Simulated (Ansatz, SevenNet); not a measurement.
For cubic perovskite KZnF3, the machine-learned potential SevenNet-0 (trained on PBE and PBE+U data) gives:

* **equilibrium lattice constant a**: 4.126 Å
* **elastic constant C11**: 117 GPa
* **elastic constant C44**: 29.9 GPa
* **Voigt–Reuss–Hill shear modulus**: 32.2 GPa

### Question
What does r²SCAN (Ansatz, a quantum-chemistry and plane-wave program, PAW) give for the same quantities?

### Answer

- lattice constant a: 4.046 Å (decreases by 1.9 %)
- elastic constant C11: 145 GPa (increases by 24 %)
- elastic constant C44: 36.9 GPa (grows by 23 %)
- Voigt–Reuss–Hill shear modulus: 39.9 GPa (rises by 24 %)

For comparison: lattice constant a 4.055 Å (measured, room temperature, not corrected to a static lattice; as tabulated in Dubrovin et al. (2021), arXiv:2110.13026); elastic constant C11 134 ± 1 GPa (measured, temperature not stated, not corrected to a static lattice; as tabulated in Vaitheeswaran et al. (2016), arXiv:1609.00541); elastic constant C44 38.1 GPa (measured, temperature not stated, no zero-point or thermal correction; as tabulated in Vaitheeswaran et al. (2016), arXiv:1609.00541).

Changes are worked out from the printed values.

Unless a cell is named, each level is at its own relaxed cell (SevenNet-0 14.04, r²SCAN 13.25 Å³/atom).

Ansatz's density-functional and Hartree–Fock values are scalar-relativistic unless marked +SOC, with PAW data made under PBE.
